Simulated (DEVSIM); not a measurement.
Structure: Schottky contact on n-type β-Ga2O3, at 300 K.

Layer 1 from the left is β-Ga2O3, thickness (μm) 0.650, Nd (cm⁻³) 8.1e16, τn (s) 4.2e-9, τp (s) 4.2e-9.

Left contact: Schottky, work function 5.57 eV, emission velocity 2.2e6 cm/s. Right contact: ohmic. Voltage is applied to the left contact. Recombination: SRH at mid-gap, Auger. Mobility is μmin + (μ − μmin)/(1 + (N/Nref)^α).

Constants are typed, rounded textbook-type inputs, not results; the design itself was drawn at random and stands for no fabricated device. Values at 300 K.

β-Ga2O3: gap (eV) 4.8, affinity (eV) 4, permittivity 10, Nc (cm⁻³) 3.7e18, Nv (cm⁻³) 5e20, μn (cm²/Vs) 160, μp (cm²/Vs) 1, μn,min 20, μp,min 0.1, Nref,n 1e18, Nref,p 1e18, αn 0.8, αp 0.8, Cn (cm⁶/s) 1e-31, Cp (cm⁶/s) 1e-31.

### Question
Estimate by hand the built-in potential, the peak field at zero bias, the capacitance at -6 V, and compare with a numerical solution.

### Answer

- Built-in potential: barrier φB = 1.570 eV; Vbi = φB − kT/q ln(N_band/N) = 1.471 V; numerical 1.471 V.
- Peak field at zero bias: depletion approximation: W = √(2εVbi/(qN)) = 0.142 μm with N = 8.10e16 cm⁻³; field = 2Vbi/W = 208000 V/cm; numerical 205000 V/cm (estimate above by 1.2 %).
- Capacitance at -6 V: C = √(qεN / 2(Vbi + |V|)) = 27.7 nF/cm²; numerical 27.8 nF/cm².

Simulated with DEVSIM: 1D drift-diffusion, Boltzmann statistics, complete ionisation; no tunnelling, impact ionisation, image-force lowering or self-heating. Metal contacts follow the ideal Schottky-Mott rule: no Fermi-level pinning, no interface dipoles.
